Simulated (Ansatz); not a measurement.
The starting structures come from a database of crystals and need not be the phases stable at ambient conditions.

 Where the default PAW files enter, the runs use the earlier of Ansatz's two default sets.

By PBEsol, the system below comes out a metal.

Consider the following.

```xyz
3
Lattice="4.8631 0.0000 0.0000 -2.4315 4.2116 0.0000 0.0000 0.0000 3.0862" Properties=species:S:1:pos:R:3 pbc="T T T"
Hf     2.4315     1.4039     1.5431
Hf     0.0000     2.8077     1.5431
Hf     0.0000     0.0000     0.0000
```

Space group of this cell: P6/mmm. The cell is strained (lengths across the current scaled by 0.98, ions clamped); by PBEsol its mean pressure is 1.7 GPa.

The current flows along the normal of the first two printed cell vectors, the (001) (indices of the unstrained crystal) plane of the conventional cell. No spin-orbit coupling; the value is a mean over 0.1 eV about the Fermi level.

### Question
Estimate the ballistic conductance per area that PBEsol (Ansatz, a program for electronic structure) returns for this system.

### Answer
0.55 × 10¹⁵ S/m² for both spins.
